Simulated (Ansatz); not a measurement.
Base system: SrO in the rock salt structure (space group Fm-3m, No. 225; a = 5.122 Å).

Calculations: Ansatz (a quantum-chemistry and plane-wave program) PBEsol, scalar-relativistic without spin-orbit coupling.

Base values:

The gap character is indirect, Γ → X, the pressure is 0.00 GPa and the band gap is 3.20 eV.

Perturbation: an isotropic linear strain of −2.50 %; the atoms relax in the strained cell.

Q: What does the calculation give for the gap character, pressure, energy relative to the base and band gap after the change?

A: The gap character changes from indirect, Γ → X to direct at X; the pressure goes from zero to 8.46 GPa; the energy increases by 30 meV/atom; the band gap shrinks by 0.07 eV (3.20 eV → 3.13 eV).

No phonon test of stability was made.
